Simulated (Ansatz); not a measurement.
Consider YN in the rock salt structure (space group Fm-3m, No. 225; a = 4.906 Å).

The other end (x = 1) is YB in the rock salt structure (space group Fm-3m, No. 225; a hypothetical phase, not in the database extracts checked): 19.13 Å³/atom, gap zero; this end may not be an ambient phase.

Computed with Ansatz (a program for electronic structure) PBE, scalar-relativistic without spin-orbit coupling.

B replaces a fraction x of N; each row is one arrangement (x, atoms in the cell, starting space group or random), fully relaxed.

One change was made to it. Results:

The band gap becomes zero (base: 0.21 eV); the mean first-shell distances amounts to N–Y 2.482 Å (end compound 2.453 Å), B–Y 2.572 Å (end compound 2.675 Å); the mixing energy is +0.08 eV/atom (to 0.01 eV only: unlike meshes or grids) (against an end that may be hypothetical).

### Question
What was done to the base?
(A) x(B) = 0.25, 8 atoms, Pmmm
(B) x(B) = 0.5, 8 atoms, I4_1/amd
(C) x(B) = 0.75, 8 atoms, I4/mmm

### Answer
A, x(B) = 0.25, 8 atoms, Pmmm. For comparison, the mixing energy in the other runs: x(B) = 0.75, 8 atoms, I4/mmm gives +0.01 eV/atom; x(B) = 0.5, 8 atoms, I4_1/amd gives +0.04 eV/atom.

Each cell is one ordered arrangement of few atoms, which overstates ordering effects compared with a random alloy. No phonon test of stability was made. All final runs are without spin polarisation. YB has a high density of states at the Fermi level and may be magnetic at this level. A zero or small gap of YN can be the functional's error rather than a property of the material.
